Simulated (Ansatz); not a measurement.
The starting structures come from a database of crystals and need not be the phases stable at ambient conditions.

By PBEsol, the system below comes out a metal.

Input:

```yaml
crystal:
  lattice:
    - [2.92375, 0.00000, 0.00000]
    - [-0.97458, 2.75654, 0.00000]
    - [0.97458, 1.37827, 2.34042]
  atoms:
    - { symbol: Ta, position: [0.00000, 0.00000, 0.00000] }
```

The cell is strained (lengths across the current scaled by 1.02, ions clamped); by PBEsol it stands under a pressure of -12.0 GPa.

The current flows along the normal of the first two printed cell vectors. No spin-orbit coupling; the value is a mean over 0.1 eV about the Fermi level.

Predict the ballistic conductance per area from Ansatz (a quantum-chemistry and plane-wave program) with PBEsol.

1.7 × 10¹⁵ S/m² for both spins.
